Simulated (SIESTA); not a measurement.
# SIESTA run on a (001) slab of Cu3Sn (cut from a parent of space group no. 62; 16 atoms in the cell): self-consistent single point

Method of the run: GGA PBE, numerical atomic orbitals DZP, PseudoDojo PBE standard norm-conserving potentials (rewritten from UPF to PSML) (SIESTA 5.4.2).

Input:

```
# files in the folder: Cu.psml Sn.psml (PseudoDojo PBE standard)
SystemName  Cu3Sn
SystemLabel siesta

NumberOfAtoms                16
NumberOfSpecies              2
%block ChemicalSpeciesLabel
  1 29 Cu
  2 50 Sn
%endblock ChemicalSpeciesLabel
LatticeConstant              1.0 Bohr
%block LatticeVectors
    13.685561001    0.000000000    0.000000000
     0.000000000   18.143451385    0.000000000
     0.000000000    0.000000000   42.080988261
%endblock LatticeVectors
AtomicCoordinatesFormat      Bohr
%block AtomicCoordinatesAndAtomicSpecies
     0.492680196    4.535862846   23.370813017  1
     7.335460696    4.535862846   20.894893911  1
    13.192880805   13.607588539   26.963182823  1
     6.350100304   13.607588539   17.302313700  1
     2.545514346    1.143037437   17.011113262  1
     9.388294846    7.928688255   15.117805438  1
    11.140046655   10.214763130   21.186094350  1
     4.297266154   17.000413948   23.079402174  1
    11.140046655   17.000413948   21.186094350  1
     4.297266154   10.214763130   23.079402174  1
     2.545514346    7.928688255   17.011113262  1
     9.388294846    1.143037437   15.117805438  1
     5.337368790    4.535862846   25.773805771  2
    12.180149291    4.535862846   18.491732834  2
     8.348192210   13.607588539   24.560190070  2
     1.505411710   13.607588539   19.705516859  2
%endblock AtomicCoordinatesAndAtomicSpecies

XC.functional                GGA
XC.authors                   PBE
PAO.BasisSize                DZP
PAO.EnergyShift              0.005 Ry
MeshCutoff                   350 Ry
%block kgrid.MonkhorstPack
    3   0   0  0.0
    0   3   0  0.0
    0   0   1  0.0
%endblock kgrid.MonkhorstPack
OccupationFunction           MP
OccupationMPOrder            0
ElectronicTemperature        0.1 eV

MaxSCFIterations             150
SCF.Mixer.Method             Pulay
SCF.Mixer.Weight             0.2
SCF.Mixer.History            8
SCF.DM.Tolerance             1.0E-04
Diag.ParallelOverK           true
WriteForces                  true
```

The program printed (abridged):

```
reinit: Reading from file input.fdf

reinit: System Name: Cu3Sn
reinit: System Label: siesta

coor:   Atomic-coordinates input format  =     Cartesian coordinates
coor:                                            (in Bohr units)

siesta: Atomic coordinates (Bohr) and species
siesta:      0.49268   4.53586  23.37081  1        1
siesta:      7.33546   4.53586  20.89489  1        2
siesta:     13.19288  13.60759  26.96318  1        3
siesta:      6.35010  13.60759  17.30231  1        4
siesta:      2.54551   1.14304  17.01111  1        5
siesta:      9.38829   7.92869  15.11781  1        6
siesta:     11.14005  10.21476  21.18609  1        7
siesta:      4.29727  17.00041  23.07940  1        8
siesta:     11.14005  17.00041  21.18609  1        9
siesta:      4.29727  10.21476  23.07940  1       10
siesta:      2.54551   7.92869  17.01111  1       11
siesta:      9.38829   1.14304  15.11781  1       12
siesta:      5.33737   4.53586  25.77381  2       13
siesta:     12.18015   4.53586  18.49173  2       14
siesta:      8.34819  13.60759  24.56019  2       15
siesta:      1.50541  13.60759  19.70552  2       16

siesta: System type = slab

initatomlists: Number of atoms, orbitals, and projectors:     16   300   344

siesta: ******************** Simulation parameters ****************************
redata: Spin configuration                          = none
redata: Time-Reversal Symmetry                      = T
redata: Number of Atomic Species                    =        2
redata: Mesh Cutoff                                 =   350.0000 Ry
redata: Net charge of the system                    =     0.0000 |e|
redata: Min. number of SCF Iter                     =        0
redata: Max. number of SCF Iter                     =      150
redata: SCF convergence failure will abort job
redata: SCF mix quantity                            = Hamiltonian
redata: Mix DM or H after convergence               =   F
   [... lines left out ...]
diag: Used triangular part                          = Lower
diag: Absolute tolerance                            =  0.100E-15
diag: Orthogonalization factor                      =  0.100E-05
diag: Memory factor                                 =  1.0000

superc: Internal auxiliary supercell:     5 x     3 x     1  =      15
superc: Number of atoms, orbitals, and projectors:    240   4500   5160

                        Single-point calculation

superc: Internal auxiliary supercell:     5 x     3 x     1  =      15
superc: Number of atoms, orbitals, and projectors:    240   4500   5160

outcell: Unit cell vectors (Ang):
        7.242087    0.000000    0.000000
        0.000000    9.601101    0.000000
        0.000000    0.000000   22.268300

outcell: Cell vector modules (Ang)   :    7.242087    9.601101   22.268300
outcell: Cell angles (23,13,12) (deg):     90.0000     90.0000     90.0000
outcell: Cell volume (Ang**3)        :   1548.3596
new_DM -- step:     1
Initializing Density Matrix...

Attempting to read DM from file... Failed...
DM filled with atomic data:

InitMesh: MESH = 90 x 120 x 256 = 2764800
InitMesh: Mesh cutoff (required, used) =   350.000   365.265 Ry

stepf: Methfessel-Paxton step function
       Using Hermite-Gauss polynomials of order  0
        iscf     Eharris(eV)        E_KS(eV)     FreeEng(eV)     dDmax    Ef(eV) dHmax(eV)
   scf:    1   -68367.095753   -69773.644745   -69774.090718  3.404253  0.144800 72.628531
   scf:    2   -68290.020120   -69792.422986   -69792.573876  4.242595 -4.247232163.540318
   scf:    3   -69894.346975   -70364.054269   -70364.096710  2.005354 -4.215502 56.941418
   scf:    4   -70444.549609   -70438.918380   -70438.958975  0.888996 -3.968291 28.456060
   scf:    5   -70450.186215   -70446.997210   -70447.066630  0.186926 -4.011950 24.395113
   scf:    6   -70456.694352   -70452.512109   -70452.563582  0.214112 -3.954854 16.798539
   [... 8 lines left out ...]
   scf:   15   -70457.977472   -70457.977484   -70458.046359  0.000872 -3.684786  0.006370
   scf:   16   -70457.977553   -70457.977519   -70458.046368  0.000730 -3.686341  0.003072
   scf:   17   -70457.977496   -70457.977508   -70458.046371  0.000514 -3.687502  0.002414
   scf:   18   -70457.977528   -70457.977518   -70458.046372  0.000294 -3.688103  0.000511
   scf:   19   -70457.977518   -70457.977518   -70458.046372  0.000045 -3.688113  0.000444
SCF Convergence by DM+H criterion
max |DM_out - DM_in|         :     0.0000450158
max |H_out - H_in|      (eV) :     0.0004436479
SCF cycle converged after 19 iterations

Using DM_out to compute the final energy and forces

siesta: E_KS(eV) =           -70457.9775

siesta: E_KS - E_eggbox =    -70457.9775

siesta: Atomic forces (eV/Ang):
     1    0.581700   -0.000000   -0.463751
     2    0.061042    0.000000    0.115710
     3   -0.545365    0.000000   -1.351522
     4   -0.350100    0.000000    0.626497
     5   -0.274348    0.093158    0.820685
     6    0.100887   -0.496312    1.327125
     7    0.062057    0.262567   -0.184267
     8    0.122522   -0.067408   -0.400695
     9    0.062057   -0.262567   -0.184267
    10    0.122522    0.067408   -0.400695
    11   -0.274348   -0.093158    0.820685
    12    0.100887    0.496312    1.327125
    13   -0.470855    0.000000   -1.438376
    14    0.146934    0.000000   -0.416558
    15    0.345606   -0.000000   -0.716705
    16    0.207139    0.000000    0.514140
   Tot   -0.001665    0.000000   -0.004868
   Max    1.438376
   Res    0.515589    sqrt( Sum f_i^2 / 3N )
   Max    1.438376    constrained

Stress tensor Voigt[x,y,z,yz,xz,xy] (kbar):       35.16       37.28       24.29       -0.00        0.37        0.00
(Free)E + p*V (eV/cell)   -70489.2053
Target enthalpy (eV/cell)   -70458.0464

siesta: Program's energy decomposition (eV):
siesta: Ebs     =     -9810.964007
siesta: Eions   =     83249.040263
siesta: Ena     =      4062.793240
siesta: Ekin    =     33635.839170
siesta: Enl     =    -15244.612673
siesta: Eso     =         0.000000
siesta: Edftu   =         0.000000
siesta: DEna    =       317.304800
siesta: DUscf   =        15.414611
siesta: DUext   =         0.000000
siesta: Ex      =     -9489.436524
siesta: Ec      =      -506.239879
siesta: Exc     =     -9995.676404
siesta: Eharris =    -70457.977518
siesta: Etot    =    -70457.977518
siesta: FreeEng =    -70458.046372

siesta: Atomic forces (eV/Ang):
siesta:      1    0.581700   -0.000000   -0.463751
siesta:      2    0.061042    0.000000    0.115710
siesta:      3   -0.545365    0.000000   -1.351522
siesta:      4   -0.350100    0.000000    0.626497
siesta:      5   -0.274348    0.093158    0.820685
siesta:      6    0.100887   -0.496312    1.327125
siesta:      7    0.062057    0.262567   -0.184267
siesta:      8    0.122522   -0.067408   -0.400695
siesta:      9    0.062057   -0.262567   -0.184267
siesta:     10    0.122522    0.067408   -0.400695
siesta:     11   -0.274348   -0.093158    0.820685
siesta:     12    0.100887    0.496312    1.327125
siesta:     13   -0.470855    0.000000   -1.438376
siesta:     14    0.146934    0.000000   -0.416558
siesta:     15    0.345606   -0.000000   -0.716705
siesta:     16    0.207139    0.000000    0.514140
siesta: ----------------------------------------
siesta:    Tot   -0.001665    0.000000   -0.004868

siesta: Stress tensor (static) (eV/Ang**3):
siesta:     0.021944    0.000000    0.000229
siesta:     0.000000    0.023267   -0.000000
siesta:     0.000229   -0.000000    0.015160

siesta: Cell volume =       1548.359630 Ang**3

siesta: Pressure (static):
siesta:                Solid            Molecule  Units
siesta:          -0.00021918         -0.00015226  Ry/Bohr**3
siesta:          -0.02012382         -0.01398024  eV/Ang**3
siesta:         -32.24191597        -22.39881155  kBar

siesta: Electric dipole (a.u.)  =    0.000000    0.000000   -0.315573
siesta: Electric dipole (Debye) =    0.000000    0.000000   -0.802107
```

The run converged in 19 iterations.

The starting cell was generated: these elements placed on a structure prototype, without a prior relaxation; it need not be a known phase or ordering of this composition. The slab is cut from that crystal, and its faces are unrelaxed. Its lattice was rescaled in the plane by a random factor within 2.5 % of one. Spin polarisation is off. Values carry the incompleteness of an atom-centred basis. Forces in this geometry exceed 1 eV/Å.

Cost on one core of a shared machine: roughly 90 s.
